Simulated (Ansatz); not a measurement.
ZnS (F-43m), Ansatz (an electronic-structure program) with HSE06, rigid bands: N_v = 7.72e19 cm⁻³ at 300 K and a hole conductivity mass of 0.730 mₑ.

### Question
For 1e17 holes per cm³ at 300 K, place the Fermi level, estimate the Seebeck coefficient of a parabolic band with constant τ, and give mobility and conductivity for τ = 50 fs.

### Answer
The level lies k_BT ln(N_v/p) = 0.172 eV above the valence-band maximum. S ≈ +(k_B/e)[ln(N_v/p) + 5/2] = 788 μV/K, against 788 μV/K from the full bands (mean over directions). μ = eτ/m = 120 cm²/(V·s) and σ = peμ = 1.93 S/cm. τ is assumed, not computed.

Band transport and this doping are assumed; polarons and phonon drag are left out. Spin-orbit coupling is left out; where it splits the top of the valence band, N_v and the p-type Seebeck coefficient come out somewhat high without it. Geometry: cell and atoms relaxed with PBEsol.
